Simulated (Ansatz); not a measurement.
The parent structure is GeS$_{2}$ in the 2H-MoS2 type structure (space group P6_3/mmc, No. 194; a = 3.427 Å, c = 10.622 Å; a hypothetical phase, not in the database extracts checked; layered, stacked along the Cartesian z axis). Axes: x lies along a and z along c of the hexagonal cell.

Method: Ansatz (a quantum-chemistry and plane-wave program), PBE-D3(BJ), PAW, cutoff 420 eV, scalar-relativistic without spin-orbit coupling.

Before the change:

```
Property                        Result
-----------------------------  -------
Shortest interatomic distance  2.501 Å
Pressure                       0.0 GPa
Band gap                          zero
```

Perturbation: biaxial strain −2.80 %, plane normal [001], relaxed out of plane (Cartesian); in-plane vectors clamped, the third vector and the atoms free.

Task: How does this affect the shortest interatomic distance, pressure and band gap?

Result: The shortest interatomic distance falls by 0.0407 Å, from 2.501 Å to 2.461 Å; the pressure (mean of the normal stresses, compression positive) goes from zero to 3.4 GPa; the band gap stays zero.

Stability against distortions was not tested. All final runs are without spin polarisation.
